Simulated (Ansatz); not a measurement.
Start from CuI in the wurtzite structure (space group P6_3mc, No. 186; a = 4.1870 Å, c = 6.8978 Å). Axes: x lies along a and z along c of the hexagonal cell.

Modification: uniaxial strain ε_yy = +2.49 %, all other strain components held at zero; the atoms relax in the strained cell.

Levels (all Ansatz, a first-principles code, PAW): PBEsol (420 eV, no SOC); r2SCAN (500 eV, no spin-orbit coupling); HSE06 (420 eV, scalar-relativistic without spin-orbit coupling).

One geometry, relaxed with PBEsol, under each level:

```json
[
 {"level": "PBEsol", "band gap": "1.14 eV", "lowest conduction level above the VBM at special points": "Γ 1.14 eV; Z 2.25 eV; R 2.41 eV; S 2.44 eV", "electron mass": "0.14 mₑ along z, 0.15 mₑ across (at Γ)", "hole mass": "0.18 mₑ along x, 1.5 mₑ across (at Γ)", "pressure": "-1.12 GPa"},
 {"level": "r2SCAN", "band gap": "?", "lowest conduction level above the VBM at special points": "?", "electron mass": "?", "hole mass": "?", "pressure": "?"},
 {"level": "HSE06", "band gap": "2.74 eV", "lowest conduction level above the VBM at special points": "Γ 2.74 eV; Z 3.81 eV; R 3.83 eV", "electron mass": "–", "hole mass": "–", "pressure": "–"}
]
```

Task: Give the withheld r2SCAN results.

Result: 
- r2SCAN, band gap: 1.77 eV
- r2SCAN, lowest conduction level above the VBM at special points: Γ 1.77 eV; Z 2.77 eV; R 2.81 eV; S 2.78 eV
- r2SCAN, electron mass: 0.19 mₑ along x, 0.18 mₑ along y, 0.17 mₑ along z (at Γ)
- r2SCAN, hole mass: 0.25 mₑ along x, 1.5 mₑ across (at Γ)
- r2SCAN, pressure: 0.84 GPa

Single points use the geometry relaxed with PBEsol. Their cutoffs differ, which shifts pressures a little. With I present, leaving out spin-orbit coupling can change the band edges. Masses are band curvatures over ±0.01 Å⁻¹ around the edge. Stability against distortions was not tested. All final runs are without spin polarisation. This is not the structure that CuI has at room temperature and ambient pressure. k-point labels follow each cell's own Brillouin zone.
